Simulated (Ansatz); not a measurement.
The starting structures come from a database of crystals and need not be the phases stable at ambient conditions.

# Evanescent states of BaPb$_{2}$C$_{2}$(O$_{3}$F)$_{2}$ (R-3m, not sure to be the ambient phase, 13 atoms a cell, 14.2 Å³ an atom, -2 GPa at this level) along the normal of (110)

Calculation: r2SCAN (plane waves, PAW; Ansatz, a quantum-chemistry and plane-wave program).

The gap is the functional's own. No spin-orbit coupling. Mid-gap values are interpolated on the energy grid.

Energies count from the valence-band top; κ is the least over a 4×4 mesh across the current.

```csv
E (eV),κ (1/Å),where
0.11,0.129,off Γ
0.33,0.199,off Γ
0.55,0.243,off Γ
0.77,0.275,off Γ
0.99,0.300,off Γ
1.21,0.321,off Γ
1.43,0.338,off Γ
1.65,0.353,off Γ
1.87,0.363,off Γ
2.09,0.368,off Γ
2.31,0.368,off Γ
2.53,0.366,off Γ
2.75,0.360,off Γ
2.97,0.352,off Γ
3.19,0.342,off Γ
3.41,0.328,off Γ
3.63,0.310,off Γ
3.85,0.289,off Γ
4.07,0.261,off Γ
4.29,0.225,off Γ
4.51,0.172,off Γ
```

Question: How thick must the barrier be to attenuate the transmission by 10^6 when the electrodes' Fermi level lies at 2.09 eV, and what attenuation does that film give at 1.87 eV?

Answer: d = 6 ln 10 / (2 × 0.368) = 18.8 Å. At 1.87 eV it gives 6 × 0.363/0.368 = 5.9 decades.
